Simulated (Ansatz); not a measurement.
Seebeck coefficient (μV/K, mean over directions) of p-type SnF4 (I4/mmm) against carrier density, PBEsol+D3BJ, rigid bands in Ansatz (a program for electronic structure). Computed gap 3.30 eV; densities at which minority carriers matter at this gap, or further valleys turn the trend, are left out. Conductivity mass 3.8 mₑ (harmonic mean over directions), N_v = 6.0e20 cm⁻³ at 300 K.

```tsv
hole density	300 K	500 K
1e16 cm⁻³	1163	1240
1e17 cm⁻³	965	1041
1e18 cm⁻³	767	843
3e18 cm⁻³	…	748
1e19 cm⁻³	…	644
3e19 cm⁻³	474	550
1e20 cm⁻³	…	447
3e20 cm⁻³	280	354
1e21 cm⁻³	187	255
```

Task: Some entries are withheld; supply them.

Result: 
- 3e18 cm⁻³, 300 K: 672
- 1e19 cm⁻³, 300 K: 568
- 1e20 cm⁻³, 300 K: 372

Rigid bands with a gap fixed in temperature, one relaxation time for all states, no polarons or phonon drag, and whether or not such doping can be reached. Spin-orbit coupling is left out; where it splits the top of the valence band, N_v and the p-type Seebeck coefficient come out somewhat high without it. Geometry: cell and atoms relaxed with PBEsol+D3(BJ).

Formula and space group known from diffraction (Crystallography Open Database), not checked to be the room-temperature form: SnF4 (I4/mmm). PBEsol with a dispersion correction tends to overbind, so the cell can be several per cent short, in bad cases over ten, which usually narrows a gap: SnF4 (I4/mmm).
